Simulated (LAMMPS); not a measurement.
LAMMPS 22 Jul 2025, classical MD, SNAP (Si_Zuo_JPCA2020.snapcoeff): Si, 1728 atoms.

```yaml
task: MD, nve
potential: SNAP, Si_Zuo_JPCA2020.snapcoeff Si_Zuo_JPCA2020.snapparam
copies_of_the_repeat_unit: 6×6×6
shape (slab and sphere leave vacuum in the box): bulk
neighbor_skin: 2 Å
neigh_modify: every 1 delay 0 check yes
newton: on (default)
atom_modify sort (bins of 2 Å where set): 1000 (default)
comm_style: brick (default)
box: 32.6 × 32.6 × 32.6 Å
start: generated diamond lattice, warmed in an untimed run
```

All runs start from one configuration, warmed at this fixed volume for 300 steps under a thermostat at 300 K. The run at the shortest step has a mean temperature of 304 K and a mean pressure of 2.3 GPa.

Each run covers about 0.40 ps at constant energy (mean temperature 304 K at the shortest step); σ is the standard deviation over the printed steps. Single runs; times are not shown.

Steps tried: 0.5 fs, 1 fs, 2 fs, 2.5 fs, 4 fs, 5 fs, 8 fs, 10 fs, 16 fs, 20 fs, 32 fs.

Task: Choose the longest time step that keeps σ(total energy)/σ(kinetic energy) under 10 %.

Result: 8 fs. The run fails or blows up at 20 fs, 32 fs.

| time step | σ(E total)/σ(E kinetic) | last minus first total energy (meV/atom) | mean temperature (K) |
|---|---|---|---|
| 0.5 fs | 0.00023 | under 0.001 | 304 |
| 1 fs | 0.00091 | under 0.001 | 304 |
| 2 fs | 0.0036 | +0.0016 | 303 |
| 2.5 fs | 0.0055 | +0.0032 | 303 |
| 4 fs | 0.014 | +0.014 | 301 |
| 5 fs | 0.021 | +0.029 | 300 |
| 8 fs | 0.075 | +0.12 | 294 |
| 10 fs | 0.15 | +0.22 | 288 |
| 16 fs | 0.98 | +8.5 | 270 |
| 20 fs | stops: Lost atoms | — | — |
| 32 fs | stops: Lost atoms | — | — |

The bar is a choice.
